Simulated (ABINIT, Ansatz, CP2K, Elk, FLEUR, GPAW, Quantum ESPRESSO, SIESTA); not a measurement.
One structure in several programs: InP (F-43m, 2 atoms in the cell)

Self-consistent single point.

```xyz
2
Lattice="0.0000 2.9350 2.9350 2.9350 0.0000 2.9350 2.9350 2.9350 0.0000" Properties=species:S:1:pos:R:3 pbc="T T T"
In     0.0000     0.0000     0.0000
P      1.4675     1.4675     1.4675
```

All programs got the same cell, k-point mesh and kind of occupations (in Ansatz's words: kpoints.mp_grid.grid = 7 7 7; scf.occupations.method = fermi_dirac; scf.occupations.width = 0.02 eV); potentials, basis and cutoffs are each program's usual ones.

```json
[
 {"code": "Ansatz", "model": "PBE, default PAW files", "pressure (GPa)": "2.95", "gap on the mesh (eV)": "0.690", "k-points": "20", "cutoff": "420 eV"},
 {"code": "SIESTA", "model": "GGA PBE, numerical atomic orbitals DZP, PseudoDojo PBE standard norm-conserving potentials (rewritten from UPF to PSML)", "pressure (GPa)": "2.68", "gap on the mesh (eV)": "0.876", "k-points": "172", "cutoff": "grid 350 Ry"},
 {"code": "FLEUR", "model": "PBE, all-electron FLAPW (FLEUR), scalar-relativistic valence", "pressure (GPa)": "–", "gap on the mesh (eV)": "0.689", "k-points": "30", "cutoff": "Kmax 4.6 1/bohr"},
 {"code": "GPAW", "model": "PBE, GPAW PAW datasets PBE (gpaw-data 1.0.1)", "pressure (GPa)": "2.71", "gap on the mesh (eV)": "0.685", "k-points": "20", "cutoff": "600 eV"},
 {"code": "Quantum ESPRESSO", "model": "PBE, SSSP 1.1.2 efficiency (PBE) pseudopotentials", "pressure (GPa)": "3.04", "gap on the mesh (eV)": "0.691", "k-points": "20", "cutoff": "55 Ry"},
 {"code": "Elk", "model": "PBE, all-electron FP-LAPW, Elk's shipped species files, APW+lo basis with extra local orbitals", "pressure (GPa)": "–", "gap on the mesh (eV)": "0.684", "k-points": "30", "cutoff": "rgkmax 8"},
 {"code": "ABINIT", "model": "PBE, norm-conserving pseudopotentials (PseudoDojo nc-sr-05 PBE standard)", "pressure (GPa)": "3.06", "gap on the mesh (eV)": "0.685", "k-points": "20", "cutoff": "35 Ha"},
 {"code": "CP2K", "model": "PBE, GPW, DZVP-MOLOPT-SR-GTH basis, GTH-PBE potentials (GTH_POTENTIALS)", "pressure (GPa)": "3.52", "gap on the mesh (eV)": "0.655", "k-points": "172", "cutoff": "grid 500 Ry"}
]
```

A dash marks a value that a program does not give, or that is left out as unsure.

Gaps are read on the mesh.

The spread over the programs that give each value: pressure within 0.84 GPa; gap on the mesh within 0.221 eV.

The starting cell has typed, rounded lattice constants, without a prior relaxation at this level.

**Question.** Why do the programs differ, and what cannot be compared?

**Answer.** Differences of this kind can come from the potentials, where these differ, and from what each basis and cutoff leave unconverged. The zero of total energies and Fermi levels follows the potentials and each program's conventions, so they are not compared here. SIESTA and CP2K use small atom-centred bases, whose incompleteness enters pressures, forces and empty levels differently from a plane-wave cutoff. FLEUR and Elk treat all electrons, but the usual bases taken here (sphere radii, linearisation, local orbitals, empty states) were not tested for convergence, so the values are no reference for the others. Ansatz's pressure is given at a fixed set of plane waves, as the other plane-wave codes print theirs; with its correction for the finite basis it is 2.99 GPa. The programs reduce the same mesh by symmetry to different extents, which changes the work and not the result. In the gap, SIESTA (by 0.189) lies more than 0.12 eV from the median of the plane-wave programs.

Ansatz is an electronic-structure program.

Keys are those of Ansatz 0.2.
